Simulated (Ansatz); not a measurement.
System: PtTe2 (model structure, started from the rutile type, P4₂/mnm, No. 136, 6 atoms in the cell). Method: LDA in Ansatz (plane waves, PAW).

Run with plane-wave cutoff 520 eV, 8×8×12 k mesh (along the axes of the cell as run), Fermi–Dirac smearing 0.05 eV, scalar-relativistic PAW data made under PBE.

Cell (relaxed at this level):

```
CELL_PARAMETERS angstrom
      6.10270     0.00000     0.00000
      0.00000     6.10270     0.00000
      0.00000     0.00000     4.19242
ATOMIC_POSITIONS crystal
  Pt 0.00000 0.00000 0.00000
  Pt 0.50000 0.50000 0.50000
  Te 0.30765 0.30765 0.00000
  Te 0.80765 0.19235 0.50000
  Te 0.19235 0.80765 0.50000
  Te 0.69235 0.69235 0.00000
```

Task: Give the computed bulk modulus.

Result: 
- bulk modulus: 92.2 GPa

The run finds no gap.

Note: the bulk modulus is −V dP/dV from two relaxed cells at ±2 % in volume; the relaxation could raise the start's symmetry but not lower it, so the cell can be a saddle point.

Spin–orbit coupling is not included; it can open a gap where bands touch, and shift volumes and moduli.

The computed numbers hold no vibrational or temperature effects.

Computing time: around 11 core-minutes (rough).

A model structure was made by putting elements into a prototype or built by hand; it is no filed structure, need not be a known phase, and can be a saddle point held by its symmetry.

Ansatz is a quantum-chemistry and plane-wave program.
